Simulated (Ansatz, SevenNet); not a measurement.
# Equilibrium lattice constant a of C11b WSi2: levels of theory against measurement

Reference value: 3.214 Å (measured, temperature not stated, not corrected to a static lattice; as tabulated in Pavlosiuk et al. (2022), arXiv:2202.05362).

```json
[
 {"level (code)": "SevenNet-0", "value (Å)": "3.227", "difference (%)": "+0.40"},
 {"level (code)": "PBE (Ansatz)", "value (Å)": "3.229", "difference (%)": "+0.47"},
 {"level (code)": "PBE-D4 (Ansatz)", "value (Å)": "3.197", "difference (%)": "-0.53"},
 {"level (code)": "r²SCAN+rVV10 (Ansatz)", "value (Å)": "3.206", "difference (%)": "-0.25"},
 {"level (code)": "Hartree–Fock (Ansatz)", "value (Å)": "3.245", "difference (%)": "+0.96"}
]
```

The reference's temperature isn't stated, so close values are not ranked against it.

The reference isn't brought to a static lattice, while the calculations are for one, so the differences are not the levels' errors alone.  Density-functional levels without +SOC have no spin–orbit coupling. Hartree–Fock: the run has no spin polarisation, so it can have missed a magnetic state. Cutoffs and k meshes differ between the levels. Ansatz's density-functional and Hartree–Fock values are scalar-relativistic unless marked +SOC, with PAW data made under PBE.

Machine-learned potentials (SevenNet-0) are trained on DFT data: a solid inside that data is no test of them.

Differences are worked out from the printed values.

Ansatz is an electronic-structure program.
